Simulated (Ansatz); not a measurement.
## Al on a Ni site (middle of the slab) in a 3x3 cell of the 1x1 (111) surface of fcc Ni, ferromagnetic

These are PBE (plane waves to 420 eV, PAW; Ansatz, a first-principles code) values and carry that method's errors.

Slab: 36 atoms, 6.0 Å thick at the start (thin: gaps and levels are the slab's own); k 5x5x1, smearing 0.1 eV, dipole-corrected; 9 atoms held, the rest relaxed; symmetry of the start imposed; spin-polarised, no spin-orbit, no U.

| Item | Value |
|---|---|
| formation energy against fcc Al, fcc Ni, ferromagnetic | -36.4 kcal/mol |
| work function of the top face | 5.08 eV |
| change of the work function | 0.004 eV |
| change of the step from the bottom to the top vacuum level, against the clean slab | 0.015 eV |
| energy released by relaxation | 0.010 eV |
| magnetic moment of the cell | 21.60 μB |
| largest move of a host atom | 0.03 Å |
